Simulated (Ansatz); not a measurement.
Surface: Ge(100) surface of dimers buckled in the p(2x2) pattern, one row of 4 dimers, 4 layers, bottom layer H-capped and fixed; cell 8.1 x 16.1 Å; about 5 Å thick over the host's atoms, 24 atoms held; the lower dihydride is canted and the layers over it are shifted sideways by a few tenths of an Å, alike in all states. Computed with PBE-D3(BJ) (plane waves to 420 eV, PAW; Ansatz, an electronic-structure program). Sampling: 2x1x1 k points. Some slab states were started with spin and the others were run without it. A thicker slab, a larger cell or a denser mesh can move such energies by a tenth of an eV or more. No zero-point or entropy terms are included. Each state was relaxed from one prepared geometry.

One SiH3 a cell is brought to Ge(100) with buckled dimers. Relaxed result near the molecule:

```
atom    x (Å)   y (Å)  z (Å)
------  -----  ------  -----
Ge(27)  3.961  13.098  6.431
Si(a0)  4.670  13.084  8.711
H(a1)   4.116  11.889  9.418
H(a2)   6.165  13.020  8.741
H(a3)   4.219  14.328  9.405
```

Question: What is the adsorption energy against the free SiH3 and the slab before, and how much of it is dispersion?

Answer: -2.37 eV (negative: bound); the D3 term gives -0.22 eV of it, the free SiH3 being spin-polarised. Bonds to the surface: Ge(27)-Si(a0) 2.39 Å.
